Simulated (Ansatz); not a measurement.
Worked example: self-consistent single point of La (P3m1, 4 atoms in the cell) in Ansatz (a quantum-chemistry and plane-wave program)

Method of the run: PBEsol, default PAW files made with PBE (plane waves; Ansatz).

Input as run:

Ansatz 0.2 input:
```yaml
# La
crystal:
  lattice:
    - [1.875575, -3.248591, 0.000000]
    - [1.875575, 3.248591, 0.000000]
    - [0.000000, 0.000000, 12.099200]
  atoms:
    - { symbol: La, position: [0.000000, 0.000000, 0.504133] }
    - { symbol: La, position: [0.000000, 0.000000, 0.000000] }
    - { symbol: La, position: [0.333333, 0.666667, 0.250000] }
    - { symbol: La, position: [0.666667, 0.333333, 0.750000] }
basis:
  ecutwfc: 30.9 Ry
kpoints:
  mp_grid:
    grid: [10, 10, 3]
hamiltonian:
  xc: pbesol
  pseudopotentials:
    kind: paw
scf:
  occupations:
    method: fermi_dirac
    width: 0.0073 Ry
output:
  forces: true
  eigenvalues: true
  stress: true
```

Output, abridged:

```
WARN the atoms were moved onto the symmetric positions of the space group found under crystal.symmetry.tolerance 1.0e-5 (fractional …
WARN ansatz: RAYON_NUM_THREADS=1 ignored (pool sized by the plan → 1); use --threads N
Pseudopotentials: kind: paw
Pseudopotential: La, paw, valence charge 11
Crystal: 4 atoms, lattice volume = 147.440 Å³
Basis set: ecut = 420.4159175005146 eV, 2885 PW (Γ), exchange–correlation on 54×54×162 points (8 copies of the dense FFT grid, shifted against one another)
Bands: 27, of which v1, the nominal top of the filled ones, is band 22 counted from 1 (21 counted from 0)
Symmetry: 6 space group operations
Space group: P3m1 (ITA 156), of the structure as read, at distance tolerance 5.3e-5 Å
k-points: 36 of 300 (time reversal used)
PAW frozen core: La, regenerated for the run's functional, and the local potential with it
Initial density: superposition of atomic densities (neutral atoms: chi_scale 0, normalization atom), corrected by the library's trained network
Initial wavefunctions: pseudopotential atomic-orbital guess
Eigensolver: davidson
Functional: x = pbesol(κ = 0.804, μ = 0.12345679012345678), c = pbesol(β = 0.046)
SCF iter   1: F=—  HF=-24645.139184 eV  |F-HF|=—  |Δ(HF+E_count)|=         —  Δρ=3.51e-3  dr2=2.06e-2  ethr=1.77e-3  ⟨swp⟩=6.8  Hψ=10814  notcnv=0  defer=1
all-band conjugate gradients solve this SCF's bands
automatic band count: the SCF goes on with 32 bands, as 27 were too few: the levels above may hold too much charge
preconditioner: auto → Kerker (q_TF=auto, 2.230 Å⁻¹)
SCF iter   2: F=—  HF=-24645.136216 eV  |F-HF|=—  |Δ(HF+E_count)|=   2.97e-3  Δρ=2.19e-3  dr2=7.77e-3  ethr=4.68e-5  ⟨swp⟩=2.1  Hψ=1866  notcnv=0
SCF iter   3: F=—  HF=-24645.135900 eV  |F-HF|=—  |Δ(HF+E_count)|=   3.15e-4  Δρ=4.10e-4  dr2=7.32e-4  ethr=1.77e-5  ⟨swp⟩=1.7  Hψ=1430  notcnv=0
SCF iter   4: F=—  HF=-24645.135841 eV  |F-HF|=—  |Δ(HF+E_count)|=   5.95e-5  Δρ=1.59e-4  dr2=5.19e-5  ethr=1.66e-6  ⟨swp⟩=1.2  Hψ=1163  notcnv=0
SCF iter   5: F=—  HF=-24645.135875 eV  |F-HF|=—  |Δ(HF+E_count)|=   3.38e-5  Δρ=3.77e-5  dr2=3.33e-6  ethr=1.18e-7  ⟨swp⟩=2.5  Hψ=1690  notcnv=0
SCF iter   6: F=—  HF=-24645.135875 eV  |F-HF|=—  |Δ(HF+E_count)|=   1.07e-7  Δρ=1.22e-5  dr2=1.42e-7  ethr=7.57e-9  ⟨swp⟩=1.9  Hψ=1701  notcnv=0
SCF iter   7: F=-24645.135875 eV  HF=-24645.135875 eV  |F-HF|=2.45e-9  |Δ(HF+E_count)|=   1.14e-8  Δρ=1.89e-6  dr2=7.32e-9  ethr=2.27e-10  ⟨swp⟩=14.1  Hψ=6223  notcnv=0
SCF 1 converged in 7 iterations: F = -24645.135875 eV  dr2 = 7.32e-9
SCF converged after 7 iterations
Free energy (F): -24645.135875 eV
Harris-Foulkes:  -24645.135875 eV  (|F-HF|=2.45e-9)
Internal energy: -24644.918225 eV  (E = F + TS)
E sigma→0 (E₀):  -24645.027050 eV
Entropy (-TS):   -0.217650 eV (-54.412 meV/atom)
Fermi energy:    10.995490 eV
--- Per-component energies (eV) ---
  E_band       = -181.255543
  E_kinetic    = 771.097935
  E_local      = -1333.750790  (includes V_loc(G=0)·N_el)
  E_nonlocal   = 385.480556
  E_hartree    = 420.536922
  E_xc         = -552.386844
  E_vxc        = -587.686358  (∫ρ·V_xc dr)
  E_paw        = -21312.952322  (= ΣΔE_a)
  E_vpaw       = -257.470200  (= ΣTr[D̂ρ^β])
  E_aug_tail   = -0.000001  (compensation charges beyond the density's cutoff)
  E_ewald      = -3023.621721
  E_core_change = 0.678038  (= ΣΔE_core)
  E_smearing   = -0.217650  (= −TS)
  E_closure    = 0.000000  (closes the sum)
  Σ components = -24645.135875   (vs F -24645.135875, Δ=0.00e0)
--- Forces (eV/Å), atoms counted from 1 ---
  atom   1  La    -0.00000000    -0.00000000    -0.08509258
  atom   2  La     0.00000000     0.00000000     0.02548615
  atom   3  La     0.00000000     0.00000000     0.02713171
  atom   4  La     0.00000000    -0.00000000     0.03247598
  max |Σ_I F_I| component: 1.27e-6 eV/Å
--- Stress (GPa, compression-positive) ---
       -1.753317       0.000000      -0.000000
        0.000000      -1.753317       0.000000
       -0.000000       0.000000      -1.952561
  P = ⅓ Tr σ = -1.8197 GPa (-18.197 kbar)
  The stress holds the Pulay correction. Without it, at fixed plane waves, as pw.x and ABINIT print it: P = -1.8221 GPa
--- Band table (eV; the first three rows and the last of 36) ---
  k-point 0: bands = ["-21.8345", "-21.7368", "-21.7232", "-21.6177", "-6.2031", "-5.5466", "-5.4919", "-4.9576", "-4.9576", "-4.8677", "-4.8677", "-4.8557", "-4.8557", "-4.7589", "-4.7589", "-4.7363", "7.7567", "9.0910", "9.0976", "9.2163", [...]
  k-point 1: bands = ["-21.8211", "-21.7823", "-21.6786", "-21.6302", "-6.1164", "-5.8709", "-5.1445", "-4.9452", "-4.9452", "-4.9098", "-4.9098", "-4.8470", "-4.8146", "-4.8146", "-4.7704", "-4.7704", "7.9720", "8.5231", "9.2541", "9.3015", [...]
  k-point 2: bands = ["-21.8181", "-21.7244", "-21.7112", "-21.6101", "-6.1602", "-5.5589", "-5.5101", "-5.0662", "-4.9923", "-4.9467", "-4.9368", "-4.8928", "-4.8797", "-4.8679", "-4.7730", "-4.7535", "8.0240", "9.3326", "9.3419", "9.4671", [...]
  k-point 35: bands = ["-21.6086", "-21.5881", "-21.5808", "-21.5627", "-5.9081", "-5.8772", "-5.8666", "-5.7620", "-5.6334", "-5.6055", "-5.4914", "-5.4317", "-5.2316", "-5.1276", "-5.0682", "-5.0282", "9.9063", "9.9416", "10.3836", "10.6834", [...]
```

The run converged in 7 iterations.

The starting cell has typed, rounded lattice constants, without a prior relaxation at this level. Its lattice was rescaled by up to half a per cent. One atom was moved a little off its site on purpose. Ansatz's pressure includes its estimate of the finite-basis (Pulay) stress.
